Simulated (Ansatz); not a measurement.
A self-consistent single point of CsH (P4mm, 2 atoms in the cell) with Ansatz (a first-principles code).

Method of the run: LDA (PW92), default PAW files made with PBE (plane waves; Ansatz).

The change in words: 1 x 1 x 1 supercell, one Cs atom moved by 0.02 angstrom along z; scf.occupations.method: fixed → fermi_dirac; scf.occupations.width: default → 0.0037 Ry. Reference geometry:
```
CsH
1.0
    3.79932     0.00000     0.00000
    0.00000     3.79932     0.00000
    0.00000     0.00000     3.79932
Cs H
1 1
Cartesian
  0.00000   0.00000   0.00000
  1.89966   1.89966   1.89966
```

Reference input (self-consistent single point, DFT, LDA (PW92), plane waves, default PAW files made with PBE): basis.ecutwfc = 30.9 Ry; kpoints.mp_grid.grid = 7 7 7; hamiltonian.xc = lda; hamiltonian.pseudopotentials = {kind: paw} (the program's default PAW files); scf.occupations.method = fixed. This run's input differs from it in these lines:

Ansatz 0.2 input:
```diff
@@ -6,3 +6,3 @@
   atoms:
-    - { symbol: Cs, position: [0.000000, 0.000000, 0.000000] }
+    - { symbol: Cs, position: [0.000000, 0.000000, 0.005264] }
     - { symbol: H, position: [0.500000, 0.500000, 0.500000] }
@@ -16,3 +16,3 @@
 scf:
-  occupations: { method: fixed }
+  occupations: { method: fermi_dirac, width: 0.0037 Ry }
 output:
```

Output (repeated stretches shortened):

```
SCF iter   1: F=—  HF=-5520.934344 eV  |F-HF|=—  |Δ(HF+E_count)|=         —  Δρ=8.79e-3  dr2=5.13e-2  ethr=1.77e-3  ⟨swp⟩=6.2  Hψ=2974  notcnv=0
all-band conjugate gradients solve this SCF's bands
preconditioner: auto → none
SCF iter   2: F=—  HF=-5520.916165 eV  |F-HF|=—  |Δ(HF+E_count)|=   1.82e-2  Δρ=1.51e-3  dr2=1.06e-3  ethr=5.13e-4  ⟨swp⟩=2.0  Hψ=840  notcnv=0
SCF iter   3: F=—  HF=-5520.915955 eV  |F-HF|=—  |Δ(HF+E_count)|=   2.10e-4  Δρ=6.02e-4  dr2=1.38e-4  ethr=1.06e-5  ⟨swp⟩=1.2  Hψ=367  notcnv=0
SCF iter   4: F=—  HF=-5520.915950 eV  |F-HF|=—  |Δ(HF+E_count)|=   5.37e-6  Δρ=8.85e-5  dr2=1.90e-6  ethr=1.38e-6  ⟨swp⟩=2.1  Hψ=539  notcnv=0
SCF iter   5: F=—  HF=-5520.915950 eV  |F-HF|=—  |Δ(HF+E_count)|=   1.09e-7  Δρ=1.93e-5  dr2=2.06e-7  ethr=1.90e-8  ⟨swp⟩=2.0  Hψ=520  notcnv=0
SCF iter   6: F=-5520.915950 eV  HF=-5520.915950 eV  |F-HF|=1.51e-9  |Δ(HF+E_count)|=   9.93e-8  Δρ=2.22e-6  dr2=2.61e-9  ethr=1.00e-9  ⟨swp⟩=5.3  Hψ=1862  notcnv=0
SCF 1 converged in 6 iterations: F = -5520.915950 eV  dr2 = 2.61e-9
Free energy (F): -5520.915950 eV
Internal energy: -5520.915950 eV  (E = F + TS)
E sigma→0 (E₀):  -5520.915950 eV
Fermi energy:    5.443057 eV
--- Forces (eV/Å), atoms counted from 1 ---
  atom   1  Cs    -0.00000000     0.00000000    -0.00644152
  atom   2  H     -0.00000000     0.00000000     0.00644144
--- Stress (GPa, compression-positive) ---
       -1.800281       0.000000      -0.000000
        0.000000      -1.800281       0.000000
       -0.000000       0.000000      -1.799666
  P = ⅓ Tr σ = -1.8001 GPa (-18.001 kbar)
  The stress holds the Pulay correction. Without it, at fixed plane waves, as pw.x and ABINIT print it: P = -1.8258 GPa
```

The run converged in 6 iterations. Against the reference run the free energy stays essentially unchanged (within 1 meV/atom), the pressure stays at -1.80 GPa, the largest force goes from 0.000 to 0.006 eV/Å and the gap on the mesh stays at 2.793 eV.

The starting cell comes from a database of computed structures (which also holds hypothetical and non-ambient phases and stackings), without a prior relaxation at this level. Its lattice was rescaled by up to half a per cent. For this run, on top of that: 1 x 1 x 1 supercell, one Cs atom moved by 0.02 angstrom along z. Ansatz's pressure includes its estimate of the finite-basis (Pulay) stress.
